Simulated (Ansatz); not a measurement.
```
CELL_PARAMETERS angstrom
      5.01816     0.00003    -0.00014
     -0.00001     3.12930     0.07761
      0.00009     0.91245    24.91574
ATOMIC_POSITIONS crystal
  Al 0.48410 0.55271 0.06363
  Al 0.99102 0.07014 0.02793
  N  0.86540 0.55296 0.06305
  N  0.36423 0.06932 0.02967
  Al 0.48654 0.99902 0.17275
  Al 0.98795 0.51685 0.13636
  N  0.86840 0.99924 0.17235
  N  0.36842 0.51660 0.13682
  Al 0.48711 0.44542 0.28169
  Al 0.98711 0.96335 0.24516
  N  0.86857 0.44564 0.28135
  N  0.36856 0.96314 0.24550
  Al 0.48788 0.89189 0.39049
  Al 0.98648 0.40974 0.35410
  N  0.86835 0.89215 0.39002
  N  0.36835 0.40950 0.35450
  Al 0.49094 0.33853 0.49893
  Al 0.98399 0.85596 0.46322
  N  0.86416 0.33934 0.49717
  N  0.36532 0.85571 0.46380
  Mg 0.44331 0.77954 0.61444
  Mg 0.95477 0.29789 0.57745
  Mg 0.43817 0.22261 0.72720
  Mg 0.93912 0.74220 0.68732
  Mg 0.43904 0.66557 0.83954
  Mg 0.93811 0.18513 0.79967
  Mg 0.45469 0.11014 0.94939
  Mg 0.94325 0.62840 0.91244
```

The first 20 atoms are the substrate (AlN-wz), the rest the film (Mg).

Method: PBE (plane waves to 420 eV, PAW; Ansatz, an electronic-structure program). Scalar-relativistic, without spin–orbit coupling; the runs are not spin-polarised; PBE gaps are too small against experiment. Its k-point mesh 6×10×1, Fermi–Dirac width 0.05 eV.

Task: Describe the bonding at the interfaces and give the barriers.

Result: A periodic stack without vacuum, hcp Mg (1 0 0) on wurtzite AlN (1 0 0) (film strained to the substrate, started from cuts of the bulks and a machine-learned relaxation; slabs Al10N10 and Mg8, which can lie off the formulas): substrate slab Al10N10, film Mg8, surface cells [[0, 1], [-1, 0]] and [[0, 1], [-1, 0]], film strained by -3.1 and -2.1 %, outermost planes AlN/AlN and Mg/Mg as cut, which need not be the usual terminations and can put a slab off its formula.
* **interface area**: 15.7 Å²
* **period**: 24.89 Å
* **heights between the nearest atoms of the two slabs at the two interfaces**: 1.95 and 1.95 Å
* **Al–Mg contacts across the interfaces within 1.22 times the sum of covalent radii**: 2, mean 3.04 Å
* **Mg–N contacts across the interfaces within 1.22 times the sum of covalent radii**: 2, mean 2.05 Å
* **hole barrier (PBE)**: 2.05 eV
* **electron barrier (PBE)**: 1.99 eV
